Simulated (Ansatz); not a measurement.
The parent structure is MgB$_{2}$ (space group P6/mmm, No. 191; a = 3.0631 Å, c = 3.5000 Å).

Method: Ansatz (a program for electronic structure), PBEsol, PAW, cutoff 420 eV, no SOC, earlier PAW set.

Before the change:

The c/a ratio comes out as 1.143 and the lattice parameter a is 3.063 Å.

Perturbation: a hydrostatic pressure of 7.5 GPa.

Q: How does this affect the c/a ratio?

A: The c/a ratio drops by 0.0122, from 1.143 to 1.130.

Q: Predict the new lattice parameter a.

A: The lattice parameter a decreases by 0.037 Å (3.063 Å → 3.026 Å).

Load acts through the strain it causes; cell and atoms are relaxed under it. Whether these cells are dynamically stable was not tested. No other phases were tried under pressure. The final runs are not spin-polarised.
